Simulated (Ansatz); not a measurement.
Worked example: self-consistent single point of ZnSe (F-43m, 2 atoms in the cell) in Ansatz (a quantum-chemistry and plane-wave program).

Computed with PBE with spin-orbit coupling, harder PAW files (source: ansatz) (plane waves; Ansatz).

```xyz
2
Lattice="0.0000 2.8324 2.8324 2.8324 0.0000 2.8324 2.8324 2.8324 0.0000" Properties=species:S:1:pos:R:3 pbc="T T T"
Zn     0.0000     0.0000     0.0000
Se     4.2487     4.2487     4.2487
```

Reference input (self-consistent single point, DFT, PBE, plane waves, harder PAW files (source: ansatz)): basis.ecutwfc = 660 eV; kpoints.mp_grid.grid = 5 5 5; hamiltonian.xc = pbe; hamiltonian.pseudopotentials = {kind: paw, source: ansatz}; scf.occupations.method = fixed. This run's input differs from it in these lines:

Ansatz 0.2 input:
```diff
@@ -15,2 +15,5 @@
   pseudopotentials: { kind: paw, source: ansatz }
+magnetization:
+  noncollinear: true
+  spin_orbit: true
 scf:
```

Output (repeated stretches shortened):

```
SCF iter   1: F=—  HF=-12955.279130 eV  |F-HF|=—  |Δ(HF+E_count)|=         —  Δρ=9.82e-2  dr2=3.12e0  dr2_m=0.00e0 (ungated)  ethr=3.10e-3  |M|=0.00e0 ∫|m|=0.00e0 μB  |m|>n=0.0e0 m-floor=0.0e0 τ_xc=0.0e0  β_m=0.30  ⟨swp⟩=8.2  Hψ=1902  notcnv=0  defer=40
all-band conjugate gradients solve this SCF's bands
preconditioner: auto → none
   [... lines left out ...]
SCF iter   6: F=—  HF=-12954.194377 eV  |F-HF|=—  |Δ(HF+E_count)|=   4.56e-5  Δρ=1.57e-4  dr2=5.80e-6  dr2_m=0.00e0 (ungated)  ethr=2.51e-7  |M|=0.00e0 ∫|m|=0.00e0 μB  |m|>n=0.0e0 m-floor=0.0e0 τ_xc=0.0e0  β_m=0.71  ⟨swp⟩=2.0  Hψ=806  notcnv=0  defer=40
SCF iter   7: F=-12954.194378 eV  HF=-12954.194378 eV  |F-HF|=3.26e-8  |Δ(HF+E_count)|=   1.59e-6  Δρ=1.48e-5  dr2=5.55e-8  dr2_m=0.00e0 (ungated)  ethr=2.78e-10  |M|=0.00e0 ∫|m|=0.00e0 μB  |m|>n=0.0e0 m-floor=0.0e0 τ_xc=0.0e0  ⟨swp⟩=11.7  Hψ=2906  notcnv=0
SCF 1 converged in 7 iterations: F = -12954.194378 eV  dr2 = 5.55e-8
Magnetization: |M| = 0.0000 μB,  M = (+0.0000, +0.0000, +0.0000) μB
Absolute magnetization: 0.0000 μB (∫|m|)
  site 0: m = (+0.0000, +0.0000, +0.0000) μB, |m| = 0.0000 μB  (R = 1.01 Å)
  site 1: m = (+0.0000, +0.0000, +0.0000) μB, |m| = 0.0000 μB  (R = 1.01 Å)
Free energy (F): -12954.194378 eV
Internal energy: -12954.194378 eV  (E = F + TS)
E sigma→0 (E₀):  -12954.194378 eV
Fermi energy:    8.303570 eV
--- Forces (eV/Å), atoms counted from 1 ---
  atom   1  Zn    -0.00000000     0.00000000     0.00000000
  atom   2  Se     0.00000000    -0.00000000    -0.00000000
--- Stress (GPa, compression-positive) ---
        2.307164      -0.000000      -0.000000
        0.000000       2.307164       0.000000
       -0.000000       0.000000       2.307164
  P = ⅓ Tr σ = 2.3072 GPa (23.072 kbar)
  The stress holds the Pulay correction. Without it, at fixed plane waves, as pw.x and ABINIT print it: P = 2.2823 GPa
```

The run converged in 7 iterations. Against the reference run the pressure stays at 2.31 GPa and the gap on the mesh goes from 1.292 to 1.166 eV.

The starting cell comes from a database of computed structures (which also holds hypothetical and non-ambient phases and stackings), without a prior relaxation at this level. Ansatz's pressure includes its estimate of the finite-basis (Pulay) stress.
